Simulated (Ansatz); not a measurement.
Consider TiAl (space group P4/mmm, No. 123; relaxed with 0.1 eV smearing).

```xyz
2
Lattice="2.7662 0.0000 0.0000 0.0000 2.7662 0.0000 0.0000 0.0000 4.0021" Properties=species:S:1:pos:R:3 pbc="T T T"
Ti     0.0000     0.0000     0.0000
Al     1.3831     1.3831     2.0010
```

Cartesian axes are those of the cell as printed.

Method: LDA, PAW, 420 eV (Ansatz, an electronic-structure program; scalar-relativistic without spin-orbit coupling).

Strains are applied to the cell and any free atomic positions relax.

One change was made to it. Results:

The pressure (mean of the normal stresses, compression positive) goes from zero to -3.5 GPa; the energy increases by 8.5 meV/atom.

Name the change that was made.
A) uniaxial strain ε_xx = +3.00 %
B) uniaxial strain ε_xx = −3.00 %
C) uniaxial strain ε_xx = +1.50 %
D) uniaxial strain ε_xx = −1.50 %

A, uniaxial strain ε_xx = +3.00 %. For comparison, the energy relative to the base in the other runs: uniaxial strain ε_xx = +1.50 % gives +2.2 meV/atom; uniaxial strain ε_xx = −3.00 % gives +9.8 meV/atom; uniaxial strain ε_xx = −1.50 % gives +2.4 meV/atom.

No phonon test of stability was made. All final runs are without spin polarisation.
